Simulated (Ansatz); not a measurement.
The starting structures come from a database of crystals and need not be the phases stable at ambient conditions.

 Where the default PAW files enter, the runs use the earlier of Ansatz's two default sets.

Tunnelling through a barrier is set by its complex band structure: the current falls as exp(−2κd) with the smallest κ.

Data:

```xyz
3
Lattice="5.7858 0.0000 0.0000 0.0000 8.1824 0.0000 2.8929 4.0912 2.8929" Properties=species:S:1:pos:R:3 pbc="T T T"
K      2.8929     6.1368     0.0000
K      2.8929     2.0456     0.0000
Te     0.0000     0.0000     0.0000
```

Space group of this cell: Fm-3m, anti-fluorite. The cell is taken as given.

Transport runs along the normal of the first two printed cell vectors, the (110) plane of the conventional cell.

The gap is the functional's own. No spin-orbit coupling. Mid-gap values are interpolated on the energy grid.

Q: Give the band gap and the smallest decay constant κ at mid-gap that PBEsol in Ansatz (an electronic-structure program) yields.

A: Gap 2.09 eV on a 10×10×10 mesh; κ = 0.223 1/Å, at the zone centre.
